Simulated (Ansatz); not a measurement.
**A computed series for HfN: element substitutions**

Base system: HfN in the rock salt structure (space group Fm-3m, No. 225; a = 4.525 Å).

Each row replaces one element on all its sites; cell and atoms are relaxed.

Computed with Ansatz (a program for electronic structure), r2SCAN, PAW, cutoff 500 eV, scalar-relativistic without spin-orbit coupling.

Candidates:
(a) Hf → Ta
(b) N → Cl
(c) N → C

Before the change:

```
Property              Result
-------------------  -------
Lattice parameter a  4.525 Å
```

Task: Order them by lattice parameter a, lowest first.

Result: (a) Hf → Ta (4.396 Å), (c) N → C (4.641 Å), (b) N → Cl (5.207 Å)

Stability against distortions was not tested. As relaxed here, HfCl is a hypothetical phase, not in the database extracts checked. The final runs are not spin-polarised. An odd electron count without spin: HfN and HfCl. This is not the structure that TaN has at room temperature and ambient pressure.
